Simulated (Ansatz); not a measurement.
The parent structure is GaN in the wurtzite structure (space group P6_3mc, No. 186; a = 3.218 Å, c = 5.243 Å). Axes: x lies along a and z along c of the hexagonal cell.

All numbers come from PBE, PAW, 420 eV (Ansatz, an electronic-structure program; without spin-orbit coupling).

For the base:

The band gap is 1.71 eV and the valence-band top at Γ comes out as 0.00, 0.00, -0.04 eV.

Now apply this change: the cell is stretched by 2.40 % along z with no lateral relaxation, atoms relaxed at fixed cell.

Task: What does the calculation give for the band gap after the change?

Result: The band gap shrinks by 0.25 eV, from 1.71 eV to 1.46 eV.

Task: What happens to the valence-band top at Γ?

Result: The valence-band top at Γ (three highest levels, from the VBM) changes from 0.00, 0.00, -0.04 eV to 0.00, 0.00, -0.16 eV.

The cells carry an imposed strain or load. Gaps are Kohn–Sham eigenvalue differences; semilocal functionals usually give less than the measured gap. No phonon test of stability was made.
